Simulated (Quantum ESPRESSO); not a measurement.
## Convergence test for BAs (F-43m, 2 atoms in the cell)

```
BAs
1.0
    0.00000     2.39806     2.39806
    2.39806     0.00000     2.39806
    2.39806     2.39806     0.00000
B As
1 1
Direct
  0.25000   0.25000   0.25000
  0.00000   0.00000   0.00000
```

Computed with PBE, PSlibrary PAW (PBE) pseudopotentials (plane waves; Quantum ESPRESSO 7.5).

The starting cell comes from a database of computed structures (which also holds hypothetical and non-ambient phases and stackings), without a prior relaxation at this level. Its lattice was rescaled by a random factor within 2.5 % of one.

Held fixed: ecutwfc = 50 Ry; ecutrho = 350 Ry; occupations = fixed; potentials = {B: B.pbe-n-kjpaw_psl.1.0.0.UPF, As: As.pbe-n-kjpaw_psl.1.0.0.UPF}; K_POINTS = automatic 6 6 6 0 0 0; nbnd = 12; mixing_beta = 0.7.

ΔF is the free energy per atom less that of the last row (7.3e-14 Ry).

The series runs over conv_thr = 0.0073 Ry; 0.00073 Ry; 7.3e-05 Ry; 7.3e-06 Ry; 7.3e-07 Ry; 7.3e-08 Ry; 7.3e-10 Ry; 1e-10 Ry; 7.3e-12 Ry; 7.3e-14 Ry.

Task: From which setting on does the pressure stay within 0.05 GPa of the last one?

Result: From conv_thr = 7.3e-06 Ry on; the one before it is off by 0.067 GPa. The value it settles on is 1.94 GPa at this level of theory and with the other settings as held.

```
conv_thr    ΔF (meV/atom)  pressure (GPa)  gap on the mesh (eV)  iterations
----------  -------------  --------------  --------------------  ----------
0.0073 Ry            0.97            1.74                 1.291           3
0.00073 Ry           0.97            1.74                 1.291           3
7.3e-05 Ry           0.01            1.87                 1.279           4
7.3e-06 Ry           0.00            1.94                 1.281           5
7.3e-07 Ry           0.00            1.94                 1.281           5
7.3e-08 Ry           0.00            1.94                 1.281           6
7.3e-10 Ry           0.00            1.94                 1.281           7
1e-10 Ry             0.00            1.94                 1.281           7
7.3e-12 Ry           0.00            1.94                 1.281           8
7.3e-14 Ry           0.00            1.94                 1.281          10
```

The gap is read on the k-point mesh of the run and can differ from the gap over the whole zone at this level.
